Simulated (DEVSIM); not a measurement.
System: abrupt Si n-p junction, at 250 K.

Layer 1 from the left is Si, thickness (μm) 46.0, Nd (cm⁻³) 2.2e15, τn (s) 6.9e-5, τp (s) 6.9e-5. Layer 2 from the left is Si, thickness (μm) 26.0, Na (cm⁻³) 2.6e15, τn (s) 6.9e-5, τp (s) 6.9e-5.

Left contact: ohmic. Right contact: ohmic. Voltage is applied to the left contact. Recombination: SRH at mid-gap. Mobility is μmin + (μ − μmin)/(1 + (N/Nref)^α).

The device is made up for the run: typed textbook-type constants, with dimensions and the other settings drawn at random. Values at 300 K; Nc and Nv go as T^1.5, mobilities as T to minus their exponent, the gap by Varshni's rule with the affinity fixed.

Si: gap (eV) 1.124, affinity (eV) 4.05, permittivity 11.7, Nc (cm⁻³) 2.86e19, Nv (cm⁻³) 3.1e19, μn (cm²/Vs) 1417, μp (cm²/Vs) 470, μn,min 52, μp,min 45, Nref,n 9.7e16, Nref,p 2.2e17, αn 0.68, αp 0.72, T exponent of μn 2.3, T exponent of μp 2.2, Varshni α (eV/K) 0.000473, Varshni β (K) 636.

DEVSIM, 1D drift-diffusion, Boltzmann statistics, complete ionisation; no tunnelling, impact ionisation, image-force lowering or self-heating.

Question: What does the simulation give for the dark forward voltage at 100 A/cm², the largest field in the device at zero bias, the potential step across the device at zero bias, the dark forward voltage at 1 A/cm²?

Answer: dark forward voltage at 100 A/cm² 1.046 V; largest field in the device at zero bias 16000 V/cm; potential step across the device at zero bias 0.742 V; dark forward voltage at 1 A/cm² 0.707 V.
